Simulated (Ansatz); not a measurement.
Functionals compared on F on the 1x1 (110) surface of 3C silicon carbide (cut with top plane C + Si), one in a 2x2 cell, started at the site 'over C at depth 1.5 Å', in Ansatz (plane waves, PAW). The structure was relaxed with PBE; the other rows are single points on it, each with its references at the same level. Cutoff 420 eV (500 eV for r2SCAN).

Host crystal: 3C silicon carbide, with a band gap (PBE, scalar-relativistic without spin-orbit coupling).

Model: 49-atom slab, 7.7 Å thick at the start under the adsorbate (thin: gaps and levels are the slab's own), 3x3x1 mesh, Fermi-Dirac 0.01 eV, dipole correction, 24 atoms held, the rest relaxed; start symmetry kept, larger cells not searched; spin-polarised, ending with about 1.0 μB a cell; orders that need a larger cell were not tried, no spin-orbit, no U, no dispersion correction. At the end it is bonded to Si. In PBE it is, or lies within 0.03 eV of, the lowest of the starts that converged. These notes are the PBE run's. RPBE: The program's check for a lower electronic state was not made. r2SCAN: The program's check for a lower electronic state was not made. Adsorption energies are against ½ F2(g). A negative adsorption energy means that the adsorbate is more stable on the surface than in its reference.

```tsv
functional	adsorption energy (eV)	magnetic moment of the cell (μB)	rough cost of the single point
PBE	-4.14	1.00	–
RPBE	-4.01	1.00	around 4 core-minutes (rough)
r2SCAN	…	1.00	around 8 core-minutes (rough)
```

Question: Fill in the missing entries.

Answer: 
- r2SCAN, adsorption energy (eV): -4.51

Ansatz is an electronic-structure program.
